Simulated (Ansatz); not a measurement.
**Tl2HgSiSe4: pressure series**

Base system: Tl₂HgSiSe₄ (space group I-42m, No. 121; a cell from a computed database, its experimental status unchecked).

```
Tl2HgSiSe4
1.0
   -3.95989     3.95989     3.34007
    3.95989    -3.95989     3.34007
    3.95989     3.95989    -3.34007
Tl Si Hg Se
2 1 1 4
Cartesian
  0.00000   3.95989   0.00000
  3.95989   0.00000   0.00000
  0.00000   0.00000   0.00000
  0.00000   0.00000   3.34007
 -1.30380   1.30380   5.29434
  1.30380   1.30380   1.38581
  1.30380  -1.30380   5.29434
  2.65609   2.65609  -1.95427
```

Cell and atoms are relaxed at each pressure.

Computed with Ansatz (a program for electronic structure) PBEsol, no spin-orbit coupling.

For the base:

The band gap is 0.64 eV.

Problem. The aim is a band gap between 0.40 eV and 0.46 eV. Which of these changes reaches it?
A. pressure 4.5 GPa
B. pressure 0.9 GPa
C. pressure 2.1 GPa
D. pressure 30 GPa

Solution. C, pressure 2.1 GPa. It gives 0.44 eV; pressure 0.9 GPa gives 0.55 eV; pressure 4.5 GPa gives 0.25 eV; pressure 30 GPa gives zero. Changes not listed may reach it too

A case with no gap was solved on a k-mesh chosen for an insulator, which is coarse for it. Spin-orbit coupling, missing from the scalar runs, can matter with Hg and Tl. Load acts through the strain it causes; cell and atoms are relaxed under it. Stability against distortions was not tested. Competing high-pressure phases were not computed. The final runs are not spin-polarised. A zero or small gap of Tl2HgSiSe4 under pressure 4.5 GPa and Tl2HgSiSe4 under pressure 30 GPa can be the functional's error rather than a property of the material.
